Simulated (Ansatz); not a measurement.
Given:

Host crystal: monoclinic ZrO2, with a band gap (PBE, scalar-relativistic without spin-orbit coupling).

End structure of CO on the 1x1 (100) surface of monoclinic ZrO2 (cut with top plane 2 O), one in a 1x1 cell, started at the site 'top O':

```xyz
26
Lattice="5.2418 0.0000 0.0000 0.0000 5.3788 0.0000 0.0000 0.0000 29.0000" Properties=species:S:1:pos:R:3 pbc="T T T"
O      1.0287     4.6930     9.7952
O      1.5922     2.0036     9.7952
Zr     0.3851     0.8845    10.8571
Zr     2.2357     3.5739    10.8571
O      3.8845     4.8514    11.6201
O      3.9781     2.1620    11.6201
O      1.2717     2.3532    12.3069
O      1.3492     5.0426    12.3069
Zr     2.9062     0.9371    13.0821
Zr     4.9565     3.6265    13.0821
O      3.4997     2.6974    14.1411
O      4.3629     5.3869    14.1411
O      0.8827     3.6271    14.8585
O      1.7456     0.9346    14.8587
Zr     0.2788     0.0051    15.9163
Zr     2.3359     2.6941    15.9208
O      3.8958     3.9733    16.7047
O      3.9749     1.2848    16.7067
O      1.2636     1.4567    17.3659
O      1.3450     4.1571    17.3847
Zr     2.9768     0.0476    18.1023
Zr     4.8471     2.7367    18.2075
O      3.5981     1.6122    19.2245
O      4.1168     4.3005    19.2438
C      6.1655     2.6002    20.4007
O      6.4920     2.6101    21.4831
```

Slab: 26 atoms, 9.4 Å thick at the start under the adsorbate (thin: gaps and levels are the slab's own); k 4x4x1, smearing 0.01 eV, dipole-corrected; single point; no symmetry held, on the structure that PBE left; no spin, no spin-orbit, no U, no dispersion correction. At the end it is bonded to Zr. In PBE it is, or lies within 0.03 eV of, the lowest of the starts that converged; the order may differ at this level.

A negative adsorption energy means that the adsorbate is more stable on the surface than in its reference.

What highest filled level below the top vacuum level does Ansatz (an electronic-structure program) with r2SCAN, at the PBE geometry give?

6.84 eV

What is the computed gap of the slab on its k-mesh (r2SCAN, at the PBE geometry)?

3.59 eV

What adsorption energy against CO(g) at the same level does r2SCAN, at the PBE geometry give?

-0.58 eV

Predict the change of the step from the bottom to the top vacuum level, against the clean slab from r2SCAN, at the PBE geometry.

-0.74 eV
